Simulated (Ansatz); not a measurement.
Functionals compared on the (100) surface of fcc Cu, clean 1x1 (bottom of the slab: a bare face, its two planes held), in Ansatz (plane waves, PAW). The structure was relaxed with PBE; the other rows are single points on it. Cutoff 420 eV (500 eV for r2SCAN).

Model: 6-atom slab, 9.1 Å thick at the start with caps and adatoms (thin: gaps and levels are the slab's own), 15x15x1 mesh, Fermi-Dirac 0.1 eV, dipole correction, 2 atoms held, the rest relaxed; held to the start's symmetry, so lower structures may exist; no spin, no spin-orbit, no U. These notes are the PBE run's.

| functional | work function of the top face (eV) | rough cost of the single point |
|---|---|---|
| PBE | 4.53 | – |
| LDA | 4.89 | roughly 40 core-seconds |
| PBEsol | 4.64 | about 40 core-seconds (a rough figure) |
| RPBE | 4.35 | about 30 core-seconds (a rough figure) |
| r2SCAN | 4.53 | very roughly 50 core-seconds |

Ansatz is a quantum-chemistry and plane-wave program.
